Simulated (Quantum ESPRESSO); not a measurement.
The steps of a band-structure calculation for AlN (P6_3mc, 12 atoms in the cell) with Quantum ESPRESSO.

Method: PBE, GBRV 1.5 ultrasoft (PBE) pseudopotentials (plane waves; Quantum ESPRESSO).

Step 1 (scf):

```fortran
&CONTROL
   calculation = 'scf'
   prefix = 'aln'
   outdir = './tmp/'
   pseudo_dir = './'
   verbosity = 'high'
   tprnfor = .true.
   tstress = .true.
/
&SYSTEM
   ibrav = 0
   nat = 12
   ntyp = 2
   ecutwfc = 40
   ecutrho = 200
   occupations = 'smearing'
   smearing = 'gauss'
   degauss = 0.019992
/
&ELECTRONS
   conv_thr = 1e-10
   mixing_beta = 0.5
/
ATOMIC_SPECIES
Al    26.9815  al_pbe_v1.uspp.F.UPF
N     14.0070  n_pbe_v1.2.uspp.F.UPF
ATOMIC_POSITIONS {crystal}
Al    0.0000000000    0.0000000000    0.0000000000
Al    0.0000000000    0.0000000000    0.5000000000
Al    0.6666666667    0.3333333333    0.8332500000
Al    0.3333333333    0.6666666667    0.3332500000
Al    0.6666666667    0.3333333333    0.1665000000
Al    0.3333333333    0.6666666667    0.6665000000
N     0.0000000000    0.0000000000    0.8746000000
N     0.0000000000    0.0000000000    0.3746000000
N     0.6666666667    0.3333333333    0.7078500000
N     0.3333333333    0.6666666667    0.2078500000
N     0.6666666667    0.3333333333    0.0415000000
N     0.3333333333    0.6666666667    0.5415000000
K_POINTS {automatic}
7 7 2  0 0 0
CELL_PARAMETERS {angstrom}
   3.1944859838     0.0000000000     0.0000000000
  -1.5972429919     2.7665060140     0.0000000000
   0.0000000000     0.0000000000    15.6752080000
```

Step 2 (bands):

```fortran
&CONTROL
   calculation = 'bands'
   prefix = 'aln'
   outdir = './tmp/'
   pseudo_dir = './'
   verbosity = 'high'
/
&SYSTEM
   ibrav = 0
   nat = 12
   ntyp = 2
   ecutwfc = 40
   ecutrho = 200
   occupations = 'smearing'
   smearing = 'gauss'
   degauss = 0.019992
   nbnd = 36
/
&ELECTRONS
   conv_thr = 1e-10
   startingwfc = 'random'
   diago_thr_init = 1.0d-6
   diagonalization = 'cg'
/
ATOMIC_SPECIES
Al    26.9815  al_pbe_v1.uspp.F.UPF
N     14.0070  n_pbe_v1.2.uspp.F.UPF
ATOMIC_POSITIONS {crystal}
Al    0.0000000000    0.0000000000    0.0000000000
Al    0.0000000000    0.0000000000    0.5000000000
Al    0.6666666667    0.3333333333    0.8332500000
Al    0.3333333333    0.6666666667    0.3332500000
Al    0.6666666667    0.3333333333    0.1665000000
Al    0.3333333333    0.6666666667    0.6665000000
N     0.0000000000    0.0000000000    0.8746000000
N     0.0000000000    0.0000000000    0.3746000000
N     0.6666666667    0.3333333333    0.7078500000
N     0.3333333333    0.6666666667    0.2078500000
N     0.6666666667    0.3333333333    0.0415000000
N     0.3333333333    0.6666666667    0.5415000000
K_POINTS {crystal_b}
12
  0.00000000   0.00000000   0.00000000  11  ! G
  0.50000000   0.00000000   0.00000000   7  ! M
  0.33333333   0.33333333   0.00000000  13  ! K
  0.00000000   0.00000000   0.00000000   2  ! G
  0.00000000   0.00000000   0.50000000  11  ! A
  0.50000000   0.00000000   0.50000000   7  ! L
  0.33333333   0.33333333   0.50000000  13  ! H
  0.00000000   0.00000000   0.50000000   1  ! A
  0.50000000   0.00000000   0.50000000   2  ! L
  0.50000000   0.00000000   0.00000000   1  ! M
  0.33333333   0.33333333   0.00000000   2  ! K
  0.33333333   0.33333333   0.50000000   1  ! H
CELL_PARAMETERS {angstrom}
   3.1944859838     0.0000000000     0.0000000000
  -1.5972429919     2.7665060140     0.0000000000
   0.0000000000     0.0000000000    15.6752080000
```

Step 3 (bands.x):

```fortran
&BANDS
   prefix = 'aln'
   outdir = './tmp/'
   filband = 'bands.dat'
   lsym = .false.
/
```

Output of bands (abridged):

```
     Atomic positions and unit cell read from directory:
     ./tmp/aln.save/

     Message from routine setup:
     using ibrav=0 with symmetry is DISCOURAGED, use correct ibrav instead
     G-vector sticks info
     --------------------
     sticks:   dense  smooth     PW     G-vecs:    dense   smooth      PW
     Sum         499     397    121                44683    31811    5539

     bravais-lattice index     =            0
   [... lines left out ...]
     unit-cell volume          =     934.8513 (a.u.)^3
   [... lines left out ...]
        k(    3) = (   0.0909091   0.0524864   0.0000000), wk =   0.0281690
   [... 68 lines left out ...]

     Dense  grid:    44683 G-vectors     FFT dimensions: (  27,  27, 144)

     Smooth grid:    31811 G-vectors     FFT dimensions: (  25,  25, 120)

     The potential is recalculated from file :
     ./tmp/aln.save/charge-density

     Band Structure Calculation
     CG style diagonalization

     ethr =  1.00E-06,  avg # of iterations = 28.4

     End of band structure calculation

          k = 0.0000 0.0000 0.0000 (  3923 PWs)   bands (ev):

    -8.5185  -8.2007  -8.1279  -7.3279  -7.2705  -6.7326   0.4428   1.5812
     1.6582   4.0905   4.1620   5.4307   5.4307   5.5145   5.5145   5.5943
     5.5943   5.7863   5.7863   5.8472   5.8472   5.9522   5.9569   5.9569
     9.2954  10.6961  10.8335  11.9651  12.2063  12.2688  15.2186  15.2927
    15.5778  16.3255  16.4808  16.4808

          k = 0.0455 0.0262 0.0000 (  3947 PWs)   bands (ev):

    -8.4944  -8.1780  -8.1052  -7.3096  -7.2521  -6.7183   0.4726   1.5970
     1.6742   4.0614   4.1317   5.3083   5.3940   5.4087   5.4865   5.4884
     5.5647   5.7171   5.7608   5.7740   5.8257   5.8347   5.9430   5.9530
     9.4467  10.7800  10.9132  12.0565  12.2983  12.3827  15.0363  15.0877
    15.4986  16.2721  16.4741  16.5454

   [... 69 blocks of this kind left out ...]
```

Output of bands.x (abridged):

```
     Reading xml data from directory:

     ./tmp/aln.save/

     G-vector sticks info
     --------------------
     sticks:   dense  smooth     PW     G-vecs:    dense   smooth      PW
     Sum         499     397    121                44683    31811    5539

     Reading collected, re-writing distributed wavefunctions
     high-symmetry point:  0.0000 0.0000 0.0000   x coordinate   0.0000
     high-symmetry point:  0.5000 0.2887 0.0000   x coordinate   0.5774
     high-symmetry point:  0.3333 0.5774 0.0000   x coordinate   0.9107
     high-symmetry point:  0.0000 0.0000 0.0000   x coordinate   1.5774
     high-symmetry point:  0.0000 0.0000 0.1019   x coordinate   1.6792
     high-symmetry point:  0.5000 0.2887 0.1019   x coordinate   2.2566
     high-symmetry point:  0.3333 0.5774 0.1019   x coordinate   2.5899
     high-symmetry point:  0.0000 0.0000 0.1019   x coordinate   3.2566
     high-symmetry point:  0.5000 0.2887 0.1019   x coordinate   3.2566
     high-symmetry point:  0.5000 0.2887 0.0000   x coordinate   3.3585
     high-symmetry point:  0.3333 0.5774 0.0000   x coordinate   3.3585
     high-symmetry point:  0.3333 0.5774 0.1019   x coordinate   3.4604

     Plottable bands (eV) written to file bands.dat.gnu
     Bands written to file bands.dat

   JOB DONE.
```

The gap along the path is 3.34 eV.

The starting cell was generated: these elements placed on a structure prototype, without a prior relaxation; it need not be a known phase or ordering of this composition. Its lattice was rescaled by a random factor within 2.5 % of one.
